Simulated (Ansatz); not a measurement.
System: AlB2-type HfB2. Method: PBEsol in Ansatz (plane waves, PAW).

Run with plane-wave cutoff 520 eV, 24×24×18 k mesh (along the axes of the cell as run), Fermi–Dirac smearing 0.089 eV (set by the program), scalar-relativistic PAW data made under PBE.

Computed at the level's own relaxed cell.

Elastic tensor (GPa, Voigt notation, ions relaxed):

```
  622.0    66.1   128.8     0.0     0.0     0.0
   66.1   622.0   128.8     0.0     0.0     0.0
  128.8   128.8   468.7     0.0     0.0     0.0
    0.0     0.0     0.0   276.2     0.0     0.0
    0.0     0.0     0.0     0.0   276.2     0.0
    0.0     0.0     0.0     0.0     0.0   277.9
```

Work out the Voigt, Reuss and Hill averages of the bulk and shear moduli, Young's modulus and Poisson's ratio from the printed constants.

K_V = [C11 + C22 + C33 + 2(C12 + C13 + C23)]/9 = [1712.7 + 2 × 323.7]/9 = 262.2 GPa. G_V = [1712.7 − 323.7 + 3 × 830.3]/15 = 258.7 GPa. From the compliances S = C⁻¹, K_R = 260.6 and G_R = 251.6 GPa. Hill means: K = 261.4, G = 255.1 GPa. E = 9KG/(3K + G) = 577 GPa, ν = (3K − 2G)/(6K + 2G) = 0.13, K/G = 1.02.

Spin–orbit coupling is not included.

Ansatz is a program for electronic structure.
